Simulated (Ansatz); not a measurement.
Input:

```yaml
crystal:
  lattice:
    - [1.64872, -5.05465, 0.00000]
    - [1.64872, 5.05465, 0.00000]
    - [0.00000, 0.00000, 4.12769]
  atoms:
    - { symbol: P, position: [0.89246, 0.10754, 0.06981] }
    - { symbol: P, position: [0.10754, 0.89246, 0.93019] }
    - { symbol: P, position: [0.39246, 0.60754, 0.43019] }
    - { symbol: P, position: [0.60754, 0.39246, 0.56981] }
```

No spin polarisation.

Computed with Ansatz (a quantum-chemistry and plane-wave program) PBE-D3(BJ), no SOC. k-mesh 18×18×14 (Γ-centred); smearing 0.1 eV (Fermi–Dirac).

**Question.** Predict the pressure, band gap and space group.

**Answer.** Pressure (mean of the normal stresses, compression positive): 1.1 GPa
Band gap: zero
Space group: Cmce (No. 64)

The cells carry an imposed strain or load. No phonon test of stability was made. The cell was made from P in the black-P type structure (space group Cmce, No. 64; layered, stacked along the Cartesian y axis) by this change: isotropic strain −0.76 %.
